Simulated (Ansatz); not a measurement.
# Lattice parameter a of CdSiN₂ (model structure, started from the AgBiO2 type, R-3m, No. 166, 4 atoms in the cell) at several levels of theory

No measured value is used here.

| level (code) | value (Å) |
|---|---|
| LDA (Ansatz) | 2.877 |
| PBE (Ansatz) | 2.937 |
| PBE-D3(BJ) (Ansatz) | 2.906 |
| r²SCAN (Ansatz) | 2.907 |
| r²SCAN+rVV10 (Ansatz) | 2.899 |

Cutoffs differ between the levels. Ansatz's density-functional and Hartree–Fock values are scalar-relativistic unless marked +SOC, with PAW data made under PBE.

A model structure was made by putting elements into a prototype or built by hand; it is no filed structure, need not be a known phase, and can be a saddle point held by its symmetry.

Ansatz is an electronic-structure program.
